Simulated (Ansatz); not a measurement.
Consider AgRhO₂ (space group R-3m, No. 166; a = 3.053 Å, c = 18.577 Å (hexagonal axes); a cell from a computed database, its experimental status unchecked). Axes: x lies along a and z along c of the hexagonal cell.

Computed with plane-wave PAW DFT at the PBEsol level (Ansatz, a quantum-chemistry and plane-wave program, 420 eV), scalar-relativistic without spin-orbit coupling.

The change: tensor shear ε_xz = −1.98 % (engineering shear γ = -0.0396), atoms relaxed at fixed cell.

Predict the stress tensor and what it implies for the stiffness.

Stress of the strained cell less that of the base (GPa, compression positive):
```
  -0.05   -0.21    0.77
  -0.21   -0.02    0.01
   0.77    0.01   -0.09
```

Then −Δσ/γ with γ = 2ε = -0.0396 gives secant stiffness values (nonlinear terms included at this strain): C55 ≈ 19 GPa.

No phonon test of stability was made.
